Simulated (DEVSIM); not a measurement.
Device: isotype n-n heterojunction Si/Ge, at 250 K.

Layer 1 from the left is Si, thickness (μm) 0.300, Nd (cm⁻³) 5.8e16, τn (s) 3.9e-7, τp (s) 3.9e-7. Layer 2 from the left is Ge, thickness (μm) 0.160, Nd (cm⁻³) 1e17, τn (s) 3.9e-7, τp (s) 3.9e-7.

Left contact: ohmic. Right contact: ohmic. Voltage is applied to the left contact. Recombination: SRH at mid-gap, Auger. Mobility is constant in doping.

Constants are typed, rounded textbook-type inputs, not results; the design itself was drawn at random and stands for no fabricated device. Values at 300 K; Nc and Nv go as T^1.5, mobilities as T to minus their exponent, the gap by Varshni's rule with the affinity fixed.

Si: gap (eV) 1.124, affinity (eV) 4.05, permittivity 11.7, Nc (cm⁻³) 2.86e19, Nv (cm⁻³) 3.1e19, μn (cm²/Vs) 1417, μp (cm²/Vs) 470, T exponent of μn 2.3, T exponent of μp 2.2, Cn (cm⁶/s) 2.8e-31, Cp (cm⁶/s) 9.9e-32, Varshni α (eV/K) 0.000473, Varshni β (K) 636. Ge: gap (eV) 0.664, affinity (eV) 4, permittivity 16, Nc (cm⁻³) 1.04e19, Nv (cm⁻³) 6e18, μn (cm²/Vs) 3900, μp (cm²/Vs) 1900, T exponent of μn 1.66, T exponent of μp 2.33, Cn (cm⁶/s) 1e-31, Cp (cm⁶/s) 1e-31, Varshni α (eV/K) 0.000477, Varshni β (K) 235.

Simulated with DEVSIM: 1D drift-diffusion, Boltzmann statistics, complete ionisation; no tunnelling, impact ionisation, image-force lowering or self-heating. Band offsets follow the typed affinities; no thermionic-emission limit at abrupt steps, no polarisation charge.

Task: What does the simulation give for the potential step across the device at zero bias?

Result: potential step across the device at zero bias 0.084 V.
